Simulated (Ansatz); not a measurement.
An Ansatz (an electronic-structure program) input (PBEsol-D3(BJ), PAW, 420 eV (Ansatz; spin-orbit coupling left out)):

Ansatz 0.2 input:
```yaml
crystal:
  lattice:
    - [1.6773012714, -4.9490903073, 0]
    - [1.6773012714, 4.9490903073, 0]
    - [0, 0, 3.8266782139]
  atoms:
    - { symbol: P, position: [0.888820108, 0.111179892, 0.0568268376] }
    - { symbol: P, position: [0.111179892, 0.888820108, 0.9431731624] }
    - { symbol: P, position: [0.388820108, 0.611179892, 0.4431731624] }
    - { symbol: P, position: [0.611179892, 0.388820108, 0.5568268376] }
basis: { ecutwfc: 420, ecutrho_ratio: 4, xc_grid: 2, fft_grid_basis: typed }
kpoints: { mp_grid: { grid: [15, 15, 12] } }
hamiltonian:
  xc: pbesol
  dispersion: d3bj
  pseudopotentials: { kind: paw }
scf: { occupations: { method: fermi_dirac, width: 0.05 }, convergence: { dr2_threshold: 0.0000000004 } }
relax: { f_tol: 0.005, max_steps: 50 }
output: { forces: true, stress: true }
checkpoint: { write: state.ck, write_every: 1000 }
```

Which symmetry and how many k-points will the program report, and about how many plane waves at Γ?

Space group Cmce (ITA 64) with 8 operations, k-points 448 of 2700, and 1253 plane waves at Γ.

The cells carry an imposed strain or load. No phonon test of stability was made. The cell was made from P in the black-P type structure (space group Cmce, No. 64; layered, stacked along the Cartesian y axis) by this change: uniaxial strain ε_xx = +0.14 %.
